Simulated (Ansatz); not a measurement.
GaSe (R3m, No. 160, 4 atoms in the cell; start mp-11342; a measured phase of this formula has another space group), treated with PBE0 (Ansatz, an electronic-structure program, PAW).

Run with plane-wave cutoff 460 eV, 8×8×8 k mesh, Fermi–Dirac smearing 0.01 eV, scalar-relativistic PAW data made under PBE.

Cell (relaxed with PBEsol):

```
CELL_PARAMETERS angstrom
      1.87354     1.08169     8.16619
     -1.87354     1.08169     8.16619
      0.00000    -2.16338     8.16619
ATOMIC_POSITIONS crystal
  Ga 0.95019 0.95019 0.95019
  Ga 0.04948 0.04948 0.04948
  Se 0.23569 0.23569 0.23569
  Se 0.43067 0.43067 0.43067
```

Question: Predict the band gap and Γ–Γ gap.

Answer: 
- band gap = 2.64 eV (on the SCF k mesh) (direct)
- Γ–Γ gap = 4.79 eV

Note: cell and atoms aren't relaxed at this level (pressure 0.9 GPa); the cell has widely spaced layers and the level no dispersion term, so their spacing and the moduli can rest on weak binding.

Spin–orbit coupling is not included.

Computed values are for the static lattice.

A start named mp-… is a Materials Project structure, which need not be a measured phase.
